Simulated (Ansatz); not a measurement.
**SiS$_{2}$ in the 2H-MoS2 type structure (space group P6_3/mmc, No. 194; a hypothetical phase, not in the database extracts checked; layered, stacked along the Cartesian z axis)**

SiS₂ has the hexagonal space group P6₃/mmc (No. 194), Pearson symbol hP6. Lattice parameters: a = 3.2096 Å, b = 3.2096 Å, c = 11.7670 Å, α = 90.00°, β = 90.00°, γ = 120.00°. Si on 2c is surrounded by 6 S at 2.357 Å (trigonal prismatic). S on 4f has 3 Si at 2.357 Å (trigonal pyramidal). (Neighbours: up to the widest gap in distance over summed covalent radii, below 1.35, at either atom.)

Computed with DFT with PBE-D3(BJ), PAW potentials and a 420 eV plane-wave cutoff in Ansatz (an electronic-structure program), scalar-relativistic without spin-orbit coupling. Γ-centred 17×17×4 mesh, Fermi–Dirac width 0.05 eV.

```yaml
volume_per_atom: 17.50 Å³
density: 2.92 g/cm³
band_gap: zero
total_energy: -813.731 eV/atom (σ→0; compares only within this code and set-up)
```

Stability against distortions was not tested. The final runs are not spin-polarised. The zero or small gap of SiS2 can change with the level of theory.
